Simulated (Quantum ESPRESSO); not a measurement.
**What a tighter setting buys: ecutwfc, ZnPd3 (I4/mmm, 4 atoms in the cell)**

```
CELL_PARAMETERS angstrom
      1.95382    -1.95382     3.82442
      1.95382     1.95382     3.82442
     -1.95382    -1.95382     3.82442
ATOMIC_POSITIONS crystal
  Zn 0.00000 0.00000 0.00000
  Pd 0.50000 0.25000 0.75000
  Pd 0.50000 0.75000 0.25000
  Pd 0.00000 0.50000 0.50000
```

Method of the run: PBEsol, PSlibrary ultrasoft (PBE) pseudopotentials (plane waves; Quantum ESPRESSO).

Base settings: ecutwfc = 50 Ry; ecutrho = 600 Ry; occupations = smearing; smearing = gaussian; degauss = 0.0036749 Ry; input_dft = pbesol; potentials = {Zn: Zn.pbe-dn-rrkjus_psl.1.0.0.UPF, Pd: Pd.pbe-n-rrkjus_psl.1.0.0.UPF}; K_POINTS = automatic 8 8 8 0 0 0; conv_thr = 1e-10 Ry; mixing_beta = 0.4.

Misses are taken against the tightest run, 65 Ry (ecutrho: 600 Ry → 780 Ry), which need not be fully converged itself. The energy is the free energy per atom.

The count of work is k-points × plane waves × bands × iterations; it is no time, and leaves out set-up, grids and terms that scale otherwise. Core times come from one kind of shared machine and are given to one figure; runs under 30 s give none.

The starting cell comes from a database of computed structures (which also holds hypothetical and non-ambient phases and stackings), without a prior relaxation at this level. Spin polarisation is off. In the base run, with a pressure of about -4 GPa the cell is away from its equilibrium volume at this level.

```tsv
ecutwfc	energy less reference (meV/atom)	pressure less reference (GPa)	count of work / reference	core time / reference (rough)
20 Ry (ecutrho: 600 Ry → 240 Ry)	10178.65	-480.38	0.18	–
25 Ry (ecutrho: 600 Ry → 300 Ry)	1877.15	-121.60	0.23	0.2
30 Ry (ecutrho: 600 Ry → 360 Ry)	328.08	-23.85	0.29	0.3
35 Ry (ecutrho: 600 Ry → 420 Ry)	89.98	-3.55	0.40	0.4
40 Ry (ecutrho: 600 Ry → 480 Ry)	50.11	-1.19	0.49	0.4
45 Ry (ecutrho: 600 Ry → 540 Ry)	29.12	-0.95	0.58	0.6
50 Ry	14.98	-0.59	0.68	0.5
57 Ry (ecutrho: 600 Ry → 684 Ry)	4.92	-0.18	0.82	0.9
65 Ry (ecutrho: 600 Ry → 780 Ry)	0.00	0.00	1.0	1
```

The last two settings still differ by 4.9 meV/atom, so the table cannot show that the reference is converged.

Coarsest setting among those run that, with all tighter ones, holds the energy within 20 meV/atom of the reference: 50 Ry, off by 15 meV/atom; its saving against the reference is no more than about a factor of 2 in the count of work.

Coarsest setting among those run that, with all tighter ones, holds the energy within 10 meV/atom of the reference: 57 Ry (ecutrho: 600 Ry → 684 Ry), off by 4.9 meV/atom; its saving against the reference is no more than about a factor of 2 in the count of work.

The step from 25 Ry (ecutrho: 600 Ry → 300 Ry) to 50 Ry: it takes the miss in the energy from 1900 to 15 meV/atom, for 3.0 times the count of work and roughly 2 times the time.
